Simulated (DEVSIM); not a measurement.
Device: Au/SiO2/n-GaAs capacitor, at 300 K.

```csv
layer (left to right),material,thickness (nm),Nd (cm⁻³)
1,SiO2,9.50,-
2,GaAs,1600,1.7e17
```

Metal gate on the left, work function 5.1 eV. Fixed charge at the semiconductor interface 0 cm⁻² (in units of +e); no interface traps.

Constants are typed, rounded textbook-type inputs, not results; the design itself was drawn at random and stands for no fabricated device. Values at 300 K.

```csv
parameter,SiO2,GaAs
gap (eV),9,1.424
affinity (eV),0.9,4.07
permittivity,3.9,12.9
Nc (cm⁻³),-,4.7e17
Nv (cm⁻³),-,9e18
```

Simulated with DEVSIM: 1D Poisson equation in equilibrium, Boltzmann statistics, complete ionisation; no quantum confinement or tunnelling. Metal contacts follow the ideal Schottky-Mott rule: no Fermi-level pinning, no interface dipoles.

The interface trap density was swept, all else fixed.

| interface trap density (cm^-2 eV^-1) | minimum of the low-frequency capacitance (μF/cm²) |
|---|---|
| 0 | 0.0906 |
| 1e10 | 0.0916 |
| 1e11 | 0.0995 |
| 3e11 | 0.115 |
| 1e12 | 0.157 |
| 2e12 | ? |

**Question.** Fill in the missing entries.

**Answer.** 
- 2e12, minimum of the low-frequency capacitance (μF/cm²): 0.199
